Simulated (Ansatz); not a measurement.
We consider ZrAl (Cmcm, No. 63, 4 atoms in the cell; start mp-11233), described by LDA in Ansatz (PAW).

Input file:

Ansatz 0.2 input:
```yaml
crystal:
  lattice:
    - [1.6367298034, -5.3498022759, 0.0]
    - [1.6367298034, 5.3498022759, 0.0]
    - [0.0, 0.0, 4.1976836786]
  atoms:
    - { symbol: Zr, position: [0.1604575046, 0.8395424954, 0.75] }
    - { symbol: Zr, position: [0.8395424954, 0.1604575046, 0.25] }
    - { symbol: Al, position: [0.4288074848, 0.5711925152, 0.75] }
    - { symbol: Al, position: [0.5711925152, 0.4288074848, 0.25] }
basis:
  ecutwfc: 520
  ecutrho_ratio: 4
  xc_grid: 2
kpoints:
  mp_grid: { grid: [18, 18, 14] }
hamiltonian:
  xc: lda
  dispersion: none
  pseudopotentials: { kind: paw }
scf:
  occupations: { method: fermi_dirac, width: 0.05 }
output:
  forces: true
  stress: true
  eigenvalues: true
relax:
  f_tol: 0.004
  escape_saddle: false
  max_steps: 80
  cell: { stress_tol: 0.02, fix: [volume] }
```

From the output:

```
Relaxation: its limit of steps is 80 (relax.max_steps)
Crystal: 4 atoms, lattice volume = 73.511 Å³
Basis set: ecut = 520 eV, 1963 PW (Γ), exchange–correlation on 90×90×64 points (8 copies of the dense FFT grid, shifted against one another)
Bands: 19, of which v1, the nominal top of the filled ones, is band 15 counted from 1 (14 counted from 0)
Symmetry: 8 space group operations
Space group: Cmcm (ITA 63), of the structure as read, at distance tolerance 4.2e-5 Å
k-points: 728 of 4536
Functional: x = slater, c = lda
SCF iter   1: F=—  HF=-9182.561533 eV  |F-HF|=—  |Δ(HF+E_count)|=         —  Δρ=4.75e-3  dr2=1.17e-2
SCF iter   2: F=—  HF=-9182.559706 eV  |F-HF|=—  |Δ(HF+E_count)|=   1.83e-3  Δρ=2.57e-3  dr2=3.62e-3
  ...
SCF 1 converged in 6 iterations: F = -9182.559079 eV  dr2 = 4.07e-9
Crystal: 4 atoms, lattice volume = 73.511 Å³
Basis set: ecut = 520 eV, 1947 PW (Γ), exchange–correlation on 90×90×64 points (8 copies of the dense FFT grid, shifted against one another)
Initial density: handed on by an earlier stage of this run
SCF 2 converged in 4 iterations: F = -9182.559182 eV  dr2 = 1.23e-8
Crystal: 4 atoms, lattice volume = 73.511 Å³
Basis set: ecut = 520 eV, 1955 PW (Γ), exchange–correlation on 90×90×64 points (8 copies of the dense FFT grid, shifted against one another)
SCF 3 converged in 4 iterations: F = -9182.559242 eV  dr2 = 6.64e-9
Crystal: 4 atoms, lattice volume = 73.511 Å³
SCF iter   3: F=—  HF=-9182.559243 eV  |F-HF|=—  |Δ(HF+E_count)|=  5.64e-10  Δρ=2.16e-7  dr2=3.74e-11
SCF iter   4: F=-9182.559243 eV  HF=-9182.559243 eV  |F-HF|=1.82e-12  |Δ(HF+E_count)|=  1.27e-11  Δρ=5.01e-8  dr2=2.81e-12
SCF 4 converged in 4 iterations: F = -9182.559243 eV  dr2 = 2.81e-12
SCF converged after 4 iterations
Free energy (F): -9182.559243 eV
Internal energy: -9182.535583 eV  (E = F + TS)
E sigma→0 (E₀):  -9182.547413 eV
Fermi energy:    11.677241 eV
--- Stress (GPa, compression-positive) ---
        2.470903       0.000000      -0.000000
        0.000000       2.477728       0.000000
       -0.000000       0.000000       2.472497
  P = ⅓ Tr σ = 2.4737 GPa (24.737 kbar)
```

The cell is one volume of an energy–volume scan, off the minimum.

The PAW data were made under PBE.

Note: the relaxation could not lower the start's symmetry, so the cell can be a saddle point above a distorted one.

A start named mp-… is a Materials Project structure, which need not be a measured phase.

Ansatz is a program for electronic structure.
